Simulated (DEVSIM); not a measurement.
Device: abrupt Si p-n junction, at 400 K.

| layer (left to right) | material | thickness (μm) | Nd (cm⁻³) | Na (cm⁻³) | τn (s) | τp (s) |
|---|---|---|---|---|---|---|
| 1 | Si | 74.0 | - | 4.4e15 | 1.8e-5 | 1.8e-5 |
| 2 | Si | 2.20 | 7.8e15 | - | 1.8e-5 | 1.8e-5 |

Left contact: ohmic. Right contact: ohmic. Voltage is applied to the left contact. Recombination: SRH at mid-gap, Auger. Mobility is constant in doping.

This is a model device: material constants are rounded textbook-type values typed into the input, and sizes, dopings and lifetimes were drawn at random. Values at 300 K; Nc and Nv go as T^1.5, mobilities as T to minus their exponent, the gap by Varshni's rule with the affinity fixed.

```
parameter               Si
----------------  --------
gap (eV)             1.124
affinity (eV)         4.05
permittivity          11.7
Nc (cm⁻³)          2.86e19
Nv (cm⁻³)           3.1e19
μn (cm²/Vs)           1417
μp (cm²/Vs)            470
T exponent of μn       2.3
T exponent of μp       2.2
Cn (cm⁶/s)         2.8e-31
Cp (cm⁶/s)         9.9e-32
Varshni α (eV/K)  0.000473
Varshni β (K)          636
```

Model (solved in DEVSIM): 1D drift-diffusion, Boltzmann statistics, complete ionisation; no tunnelling, impact ionisation, image-force lowering or self-heating.

Problem. Tabulate band edges, carrier densities and field at zero bias.

Solution. Energies count from the Fermi level of the right contact; mesh points crowd at the junctions.

| x (μm) | Ec (eV) | Ev (eV) | n (cm⁻³) | p (cm⁻³) | field (V/cm) |
|---|---|---|---|---|---|
| 0.000 | 0.776 | -0.320 | 7.3e9 | 4.4e15 | ≈ 0 |
| 0.03991 | 0.776 | -0.320 | 7.3e9 | 4.4e15 | ≈ 0 |
| 0.1462 | 0.776 | -0.320 | 7.3e9 | 4.4e15 | ≈ 0 |
| 0.4290 | 0.776 | -0.320 | 7.3e9 | 4.4e15 | ≈ 0 |
| 1.647 | 0.776 | -0.320 | 7.3e9 | 4.4e15 | ≈ 0 |
| 4.425 | 0.776 | -0.320 | 7.3e9 | 4.4e15 | ≈ 0 |
| 11.82 | 0.776 | -0.320 | 7.3e9 | 4.4e15 | ≈ 0 |
| 42.57 | 0.776 | -0.320 | 7.3e9 | 4.4e15 | ≈ 0 |
| 62.21 | 0.776 | -0.320 | 7.3e9 | 4.4e15 | ≈ 0 |
| 69.59 | 0.776 | -0.320 | 7.3e9 | 4.4e15 | ≈ 0 |
| 72.36 | 0.776 | -0.320 | 7.3e9 | 4.4e15 | ≈ 0 |
| 73.57 | 0.773 | -0.323 | 7.9e9 | 4.1e15 | -380 |
| 73.85 | 0.683 | -0.414 | 1.1e11 | 2.9e14 | -9100 |
| 73.96 | 0.549 | -0.548 | 5.4e12 | 6.0e12 | -16000 |
| 74.01 | 0.462 | -0.634 | 6.6e13 | 4.9e11 | -18000 |
| 74.06 | 0.383 | -0.713 | 6.5e14 | 4.9e10 | -11000 |
| 74.20 | 0.307 | -0.790 | 6.1e15 | 5.3e9 | -1600 |
| 74.57 | 0.298 | -0.799 | 7.8e15 | 4.1e9 | ≈ 0 |
| 75.63 | 0.298 | -0.799 | 7.8e15 | 4.1e9 | ≈ 0 |
| 76.00 | 0.298 | -0.799 | 7.8e15 | 4.1e9 | ≈ 0 |
| 76.14 | 0.298 | -0.799 | 7.8e15 | 4.1e9 | ≈ 0 |
| 76.20 | 0.298 | -0.799 | 7.8e15 | 4.1e9 | ≈ 0 |
